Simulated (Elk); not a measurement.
Band structure of Tl (P6_3/mmc, 2 atoms in the cell).

```
CELL_PARAMETERS angstrom
      1.71651    -2.97308     0.00000
      1.71651     2.97308     0.00000
      0.00000     0.00000     5.47694
ATOMIC_POSITIONS crystal
  Tl 0.33333 0.66667 0.25000
  Tl 0.66667 0.33333 0.75000
```

Method of the run: PBE, all-electron FP-LAPW, Elk's shipped species files, APW+lo basis with extra local orbitals run with Elk.

Settings: xctype = 20; rgkmax = 7.5; stype = 0; swidth = 0.00183747 Ha; ngridk = 8 8 4; gmaxvr = 18 1/bohr; lmaxapw = 10; lmaxo = 8; nxlo = 2; lorbcnd = true; lradstp = 2; nrmtscf = 2; lmaxi = 4; maxscl = 100.

The starting cell has typed, rounded lattice constants, without a prior relaxation at this level. Its lattice was rescaled by a random factor within 2.5 % of one. Spin-orbit coupling is off. Values depend on the basis (sphere radii, cutoffs, local orbitals), which need not be converged.

Levels in eV from the Fermi level, bands 16 to 23:
```tsv
point	16	17	18	19	20	21	22	23
Γ	-11.12	-10.26	-5.12	-2.98	8.06	8.06	10.19	10.19
M	-11.05	-5.85	-4.78	-0.70	0.47	1.30	3.81	3.85
K	-11.10	-4.65	-4.65	-1.42	1.79	1.79	2.78	3.12
A	-11.22	-8.78	-8.78	3.42	3.42	9.06	9.06	9.06
L	-11.08	-4.75	-4.75	-2.41	-2.41	5.58	5.58	6.24
H	-11.10	-4.08	-4.08	-1.01	-1.01	0.14	0.14	7.77
```

Bands cross the Fermi level along this path, so the cell is metallic at this level.
